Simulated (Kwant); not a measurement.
System: wire with an antidot in a GaN two-dimensional gas. Effective mass 0.22 mₑ, grid spacing 15 nm, hard walls, nominal width 300 nm (19 grid rows, so walls 300 nm apart), one parabolic valley, scattering region 900 nm long along x; energies count from the band bottom; Fermi energy 0.00029 eV. Hard-wall hole of radius 76 nm, 0 nm off the axis. Perpendicular field swept from 0 to 0.23 T, also in the leads; orbital effect alone.

Constants are typed, rounded textbook-type inputs, not results; the design itself was drawn at random and stands for no fabricated device.

Model: effective-mass tight-binding model on a square grid, one spin, coherent transport at 0 K (Kwant). Conductance is in e²/h.

Density of the scattering states that come in from the left lead, at field = 0.17333 T, in bins, relative to the largest site value (x marks bins outside the device):

```
|11100011110001100011111000000000000000000000|
|34321123432223310035543221000000000000000000|
|56521234553246520146764332100000000000000000|
|56521122343246630135542222110000000000000000|
|33312221233234531121100001111100000000000000|
|2113564234432333321xxxxxx0111111000011110000|
|2015887554432114531xxxxxx0001100000011110000|
|3026776764333114531xxxxxx0000000000000000000|
|3125424762134324630xxxxxx0000000000000000000|
|323520266203543562xxxxxxxx000000000000000000|
|4235424763146436630xxxxxx0001111100000000001|
|4126766775445335641xxxxxx0012221111100000111|
|3115776555443224531xxxxxx0011111111110000111|
|3113554334432333321xxxxxx0001111011110000011|
|44323322244345531222100111111111111111111111|
|68743434465579841257643443222233321112233222|
|89865555676689842379986665322344432112333322|
|56654444555566631257776543211233321111222222|
|12211111111122110012222111000011100000000000|
```
Scale: ten equal steps from 0.001 (start of '0') to 1.00 (end of '9'), in the order '0123456789'; x runs from -425 to 425, y from -129 (bottom) to 129 (top).

The conductance there is 1.34 e²/h with 3 open channel(s) in the leads.
